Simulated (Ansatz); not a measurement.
Here is the system:

End structure of a constructed model of the (110) surface of bcc Mo, p(2x2) surface alloy, Ge on one Mo site of the top plane (bottom of the slab: a bare face, its two planes held):

```
CELL_PARAMETERS angstrom
      5.47470     0.00000     0.00000
     -1.82490     5.16159     0.00000
      0.00000     0.00000    27.50000
ATOMIC_POSITIONS crystal
  Mo 0.25000 0.25000 0.29774
  Mo 0.25000 0.75000 0.29774
  Mo 0.75000 0.25000 0.29774
  Mo 0.75000 0.75000 0.29774
  Mo 0.50000 0.50000 0.37902
  Mo 0.50000 0.00000 0.37902
  Mo 0.00000 0.50000 0.37902
  Mo 0.00000 0.00000 0.37902
  Mo 0.74959 0.74959 0.46001
  Mo 0.75143 0.24857 0.46062
  Mo 0.24857 0.75143 0.46062
  Mo 0.25041 0.25041 0.46001
  Mo 0.00000 0.00000 0.54248
  Mo 0.00000 0.50000 0.54144
  Mo 0.50000 0.00000 0.54144
  Mo 0.50000 0.50000 0.54085
  Mo 0.24720 0.24720 0.62251
  Mo 0.25714 0.74286 0.62395
  Mo 0.74286 0.25714 0.62395
  Mo 0.75280 0.75280 0.62251
  Ge 0.50000 0.50000 0.70927
  Mo 0.50000 0.00000 0.70030
  Mo 0.00000 0.50000 0.70030
  Mo 0.00000 0.00000 0.69935
```

Set-up: 24 atoms, 11.1 Å thick at the start; mesh 7x7x1; 0.1 eV smearing; dipole correction on; 8 atoms held, the rest relaxed; start symmetry kept, larger cells not searched; no spin, no spin-orbit, no U. It is one candidate, not shown to be the stable structure of the face.

**Question.** What is the computed work function of the top face (Ansatz (a quantum-chemistry and plane-wave program) with PBE)?

**Answer.** 4.41 eV
